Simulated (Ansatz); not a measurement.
Electronic density of states of amorphous In9Ga9Zn9O41Ta2, density 6.14 g/cm³, on a 2×2×2 Γ-centred mesh with a Gaussian width of 0.1 eV; energies count from the Fermi level, whose place inside the gap is arbitrary. Cell and mesh are small, so fine structure isn't converged. All values below come from PBE, scalar-relativistic without spin-orbit coupling (plane waves to 420 eV, PAW; Ansatz, an electronic-structure program). Sampling: a 2×2×2 Γ-centred mesh; Fermi-Dirac width 0.02 eV; no spin polarisation. At PBE the levels at the filled edge of the gap are localised (band-tail or defect states).

A CHGNet melt-quench gave the starting glass, which DFT then relaxed. O atoms were pushed apart under 1.9 Å during the dynamics, to hinder bonds among them. The hot cell started wider than the set density and was brought back towards it in steps. It is the lowest in DFT energy of 2 quenches. It is a model cell: composition and starting density were chosen by hand, and all elements were melted together. No dispersion term was used. Its density started from a set value of 6.12 and ended at 6.14 g/cm³. The simulated quench (nominally 260 K/ps over its main leg) is rapid and tends to freeze in more defects than a deposited or slowly cooled glass has. One small periodic cell is one sample of the glass; other quenches scatter about these values. Volume and shape were free in the relaxation.

(E - EF (eV), states/(eV atom)): (-12.00, 0.00); (-11.90, 0.00); (-11.80, 0.00); (-11.70, 0.00); (-11.60, 0.00); (-11.50, 0.00); (-11.40, 0.00); (-11.30, 0.00); (-11.20, 0.00); (-11.10, 0.00); (-11.00, 0.00); (-10.90, 0.00); (-10.80, 0.00); (-10.70, 0.00); (-10.60, 0.00); (-10.50, 0.00); (-10.40, 0.00); (-10.30, 0.00); (-10.20, 0.00); (-10.10, 0.00); (-10.00, 0.00); (-9.90, 0.00); (-9.80, 0.00); (-9.70, 0.00); (-9.60, 0.00); (-9.50, 0.00); (-9.40, 0.00); (-9.30, 0.00); (-9.20, 0.00); (-9.10, 0.00); (-9.00, 0.00); (-8.90, 0.00); (-8.80, 0.00); (-8.70, 0.00); (-8.60, 0.00); (-8.50, 0.00); (-8.40, 0.00); (-8.30, 0.00); (-8.20, 0.00); (-8.10, 0.00); (-8.00, 0.00); (-7.90, 0.00); (-7.80, 0.00); (-7.70, 0.00); (-7.60, 0.00); (-7.50, 0.00); (-7.40, 0.00); (-7.30, 0.03); (-7.20, 0.11); (-7.10, 0.21); (-7.00, 0.28); (-6.90, 0.34); (-6.80, 0.36); (-6.70, 0.30); (-6.60, 0.28); (-6.50, 0.26); (-6.40, 0.27); (-6.30, 0.35); (-6.20, 0.43); (-6.10, 0.53); (-6.00, 0.74); (-5.90, 0.92); (-5.80, 1.02); (-5.70, 0.99); (-5.60, 0.95); (-5.50, 1.07); (-5.40, 1.16); (-5.30, 1.18); (-5.20, 1.20); (-5.10, 1.19); (-5.00, 1.14); (-4.90, 1.03); (-4.80, 0.95); (-4.70, 0.89); (-4.60, 0.79); (-4.50, 0.74); (-4.40, 0.71); (-4.30, 0.61); (-4.20, 0.64); (-4.10, 0.68); (-4.00, 0.58); (-3.90, 0.57); (-3.80, 0.64); (-3.70, 0.65); (-3.60, 0.66); (-3.50, 0.66); (-3.40, 0.63); (-3.30, 0.62); (-3.20, 0.61); (-3.10, 0.65); (-3.00, 0.69); (-2.90, 0.71); (-2.80, 0.69); (-2.70, 0.70); (-2.60, 0.72); (-2.50, 0.75); (-2.40, 0.74); (-2.30, 0.76); (-2.20, 0.79); (-2.10, 0.84); (-2.00, 0.85); (-1.90, 0.86); (-1.80, 0.85); (-1.70, 0.86); (-1.60, 0.91); (-1.50, 0.95); (-1.40, 0.91); (-1.30, 0.94); (-1.20, 0.97); (-1.10, 0.85); (-1.00, 0.79); (-0.90, 0.71); (-0.80, 0.57); (-0.70, 0.41); (-0.60, 0.35); (-0.50, 0.16); (-0.40, 0.02); (-0.30, 0.00); (-0.20, 0.00); (-0.10, 0.00); (0.00, 0.00); (0.10, 0.00); (0.20, 0.00); (0.30, 0.00); (0.40, 0.01); (0.50, 0.02); (0.60, 0.01); (0.70, 0.00); (0.80, 0.00); (0.90, 0.00); (1.00, 0.00); (1.10, 0.00); (1.20, 0.00); (1.30, 0.00); (1.40, 0.02); (1.50, 0.04); (1.60, 0.05); (1.70, 0.04); (1.80, 0.02); (1.90, 0.04); (2.00, 0.07); (2.10, 0.06); (2.20, 0.06); (2.30, 0.07); (2.40, 0.05); (2.50, 0.08); (2.60, 0.07); (2.70, 0.07); (2.80, 0.11); (2.90, 0.14); (3.00, 0.20); (3.10, 0.24); (3.20, 0.25); (3.30, 0.20); (3.40, 0.14); (3.50, 0.21); (3.60, 0.24); (3.70, 0.23); (3.80, 0.22); (3.90, 0.24); (4.00, 0.27); (4.10, 0.26); (4.20, 0.29); (4.30, 0.31); (4.40, 0.29); (4.50, 0.26); (4.60, 0.25); (4.70, 0.27); (4.80, 0.26); (4.90, 0.25); (5.00, 0.26); (5.10, 0.27); (5.20, 0.30); (5.30, 0.28); (5.40, 0.21); (5.50, 0.24); (5.60, 0.32); (5.70, 0.33); (5.80, 0.34); (5.90, 0.37); (6.00, 0.37); (6.10, 0.34); (6.20, 0.30); (6.30, 0.31); (6.40, 0.34); (6.50, 0.30); (6.60, 0.33); (6.70, 0.34); (6.80, 0.31); (6.90, 0.27); (7.00, 0.28); (7.10, 0.34); (7.20, 0.32)

The level gap on this mesh is 1.05 eV; the broadening fills part of it in the curve.
